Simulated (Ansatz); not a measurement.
## A computed series for Ru: response to strain

Base system: Ru in the hcp (Mg type) structure (space group P6_3/mmc, No. 194).

```
Ru
1.0
    2.70456     0.00000     0.00000
   -1.35228     2.34222     0.00000
    0.00000     0.00000     4.26009
Ru
2
Cartesian
  0.00000   1.56148   3.19507
  1.35228   0.78074   1.06502
```

Cartesian axes are those of the cell as printed.

Strains are applied to the cell and any free atomic positions relax; under biaxial strain the out-of-plane vector relaxes too; under stress the whole cell relaxes.

Method: r2SCAN (Ansatz, a first-principles code), no spin-orbit coupling.

Notes on the quantities. pressure: mean of the normal stresses, compression positive.

| case | pressure | volume per atom | space group |
|---|---|---|---|
| base | 0.0 GPa | 13.49 Å³ | P6_3/mmc (No. 194) |
| biaxial strain −2.62 %, plane normal [001], relaxed out of plane | 14.4 GPa | 12.98 Å³ | P6_3/mmc (No. 194) |
| biaxial strain −1.87 %, plane normal [001], relaxed out of plane | 9.8 GPa | [?] | P6_3/mmc (No. 194) |
| biaxial strain −0.55 %, plane normal [001], relaxed out of plane | 2.7 GPa | 13.38 Å³ | P6_3/mmc (No. 194) |
| biaxial strain −0.36 %, plane normal [001], relaxed out of plane | 1.7 GPa | 13.42 Å³ | P6_3/mmc (No. 194) |
| biaxial strain +0.54 %, plane normal [001], relaxed out of plane | [?] | 13.60 Å³ | P6_3/mmc (No. 194) |
| isotropic strain −0.73 % | 7.8 GPa | 13.20 Å³ | P6_3/mmc (No. 194) |
| uniaxial strain ε_yy = +1.08 % | -3.4 GPa | 13.64 Å³ | Cmcm (No. 63) |
| tensor shear ε_xz = −0.69 % | 0.1 GPa | 13.49 Å³ | C2/c (No. 15) |
| uniaxial stress, 1 GPa tension along z | – | 13.51 Å³ | P6_3/mmc (No. 194) |

**Question.** Some entries are withheld; estimate them.

**Answer.** 
- biaxial strain −1.87 %, plane normal [001], relaxed out of plane, volume per atom: 13.13 Å³
- biaxial strain +0.54 %, plane normal [001], relaxed out of plane, pressure: -2.5 GPa

Without a gap, meshes like the base's 20×20×11 leave anisotropic stresses uncertain by several tenths of a GPa, and small strain energies with them. Beyond what the load breaks, stability against distortions was not tested. All final runs are without spin polarisation.
